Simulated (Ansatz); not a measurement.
Cost and result by functional for the surface energy of the (332) surface of fcc Ir in its 1x1 cell, outermost plane spacing 0.41 Å in the ideal cut, in Ansatz (plane waves, PAW). Single points on the PBE structure, on one kind of machine; costs are rough ratios of the slab run's core time (references not counted) to the cheapest single point. r2SCAN's cost holds its higher cutoff (500 against 420 eV). Differences are taken against r2SCAN for comparison alone: no measured value is at hand, so the table doesn't rank accuracy.

Slab: 26 atoms, 10.3 Å thick at the start (thin: gaps and levels are the slab's own); k 14x3x1, smearing 0.1 eV, dipole-corrected; all atoms relaxed; start symmetry kept, larger cells not searched; no spin, no spin-orbit, no U. These notes are the PBE run's.

```
functional                     relative cost  surface energy (J/m²)  less r2SCAN (J/m²)
-----------------------------  -------------  ---------------------  ------------------
RPBE                                       1                   2.28               -0.50
PBEsol                                     1                   2.97                0.18
LDA                                        1                   3.13                0.35
r2SCAN                                     2                   2.78                0.00
PBE (the relaxed run's value)              –                   2.52               -0.26
```

The values span 0.85 J/m², while the single points' costs differ by a factor of roughly 2. Differences are of unrounded values.

Ansatz is a program for electronic structure.
